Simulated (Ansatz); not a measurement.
Consider MgO in the rock salt structure (space group Fm-3m, No. 225; a = 4.2141 Å).

Modification: every lattice vector is stretched by 3.74 %, atoms relaxed at fixed cell.

Levels (all Ansatz, a program for electronic structure, PAW): PBEsol (420 eV, scalar-relativistic without spin-orbit coupling); r2SCAN (500 eV, no spin-orbit coupling); HSE06 (420 eV, no spin-orbit coupling).

One geometry, relaxed with PBEsol, under each level:

Notes on the quantities. hole mass: degenerate bands, along [100].

| level | band gap | lowest conduction level above the VBM at special points | electron mass | hole mass | pressure |
|---|---|---|---|---|---|
| PBEsol | 3.64 eV | Γ 3.64 eV; L 7.08 eV; X 8.74 eV; U 9.38 eV | 0.30 mₑ (at Γ) | 0.35, 2.2, 2.2 mₑ (at Γ) | -138.2 kbar |
| r2SCAN | 4.57 eV | Γ 4.57 eV; L 8.10 eV; X 9.86 eV; U 10.47 eV | 0.33 mₑ (at Γ) | 0.39, 2.2, 2.2 mₑ (at Γ) | -153.7 kbar |
| HSE06 | 5.37 eV | Γ 5.37 eV; L 8.94 eV; X 10.65 eV | – | – | – |

Single points use the geometry relaxed with PBEsol. Their cutoffs differ, which shifts pressures a little. The cells carry an imposed strain or load. Effective masses come from finite differences of ±0.01 Å⁻¹. Whether these cells are dynamically stable was not tested. The base started in Pnma and relaxed to Fm-3m at this level.
